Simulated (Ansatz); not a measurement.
**Effect of pressure 9 GPa on Ta**

Consider Ta in the bcc (W type) structure (space group Im-3m, No. 229; a = 3.320 Å).

The change: cell and atoms relaxed at a pressure of 9 GPa.

Method: Ansatz (a program for electronic structure) PBE, no SOC, earlier PAW set. Settings: 20×20×20 k-points, 0.05 eV Fermi–Dirac smearing.

- Volume per atom = 17.53 Å³ (base 18.29 Å³)
- Density = 17.14 g/cm³ (base 16.43 g/cm³)
- Lattice parameter a = 327.3 pm (base 332.0 pm)
- Shortest interatomic distance = 283.5 pm (base 287.5 pm)
- Enthalpy H = E + PV relative to the base's energy = +1.01 eV/atom
- Band gap = zero (base zero)

Final structure:

```yaml
crystal:
  lattice:
    - [-1.63661, 1.63661, 1.63661]
    - [1.63661, -1.63661, 1.63661]
    - [1.63661, 1.63661, -1.63661]
  atoms:
    - { symbol: Ta, position: [0.00000, 0.00000, 0.00000] }
```

Load acts through the strain it causes; cell and atoms are relaxed under it. No phonon test of stability was made. Competing high-pressure phases were not computed. The final runs are not spin-polarised.
